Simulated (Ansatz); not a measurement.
## Cs2AgBiBr6 under a change: isotropic strain +4.08 %

Base system: Cs$_{2}$AgBiBr$_{6}$ (space group Fm-3m, No. 225; a = 11.4769 Å).

Modification: every lattice vector is stretched by 4.08 %; the atoms relax in the strained cell.

The values are results of PBE in Ansatz (plane waves to 420 eV, PAW, without spin-orbit coupling), earlier PAW set, not measurements. Γ-centred 5×5×5 mesh, Fermi–Dirac width 0.05 eV.

```tsv
quantity	base	changed	shift
space group	Fm-3m (No. 225)	Fm-3m (No. 225)	–
shortest interatomic distance	2.854 Å	2.941 Å	+0.087 Å
energy relative to the base (free energy F)	0 meV/atom	+30 meV/atom	+30 meV/atom
pressure	0.1 kbar	-17.0 kbar	-17.03 kbar
band gap	1.33 eV	1.52 eV	+0.195 eV
gap character	indirect, X → L	indirect, X → L	–
width of the top valence band	1.05 eV	0.74 eV	-0.31 eV
electron mass	0.35 mₑ along k, 0.26 mₑ across (at L)	0.33 mₑ along k, 0.27 mₑ across (at L)	–
largest internal atomic displacement	–	0.062 Å	–
```

Spin-orbit coupling, missing from the scalar runs, can matter with Bi. Masses are band curvatures over ±0.01 Å⁻¹ around the edge. Along k means along the line from Γ to the band edge. Whether these cells are dynamically stable was not tested.

Ansatz is a program for electronic structure.
